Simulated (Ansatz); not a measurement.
Take MgB2 (space group P6/mmm, No. 191; a = 3.0640 Å, c = 3.4977 Å; relaxed with 0.1 eV smearing) as the base. Axes: x lies along a and z along c of the hexagonal cell.

Computed with Ansatz (an electronic-structure program), PBEsol, PAW, cutoff 420 eV, no spin-orbit coupling.

Strains are applied to the cell and any free atomic positions relax.

One change was made to it. Results:

```tsv
quantity	base	after
energy relative to the base (free energy F)	0 meV/atom	+1.9 meV/atom
shortest interatomic distance	1.769 Å	1.769 Å
```

Q: What was done to the base?
A) tensor shear ε_xz = +1.43 %
B) tensor shear ε_xz = +0.57 %
C) tensor shear ε_xz = +2.00 %
D) tensor shear ε_xz = +0.29 %

A: A, tensor shear ε_xz = +1.43 %. For comparison, the energy relative to the base in the other runs: tensor shear ε_xz = +0.57 % gives +0.3 meV/atom; tensor shear ε_xz = +2.00 % gives +3.6 meV/atom; tensor shear ε_xz = +0.29 % gives +0.1 meV/atom.

Whether these cells are dynamically stable was not tested. The final runs are not spin-polarised.
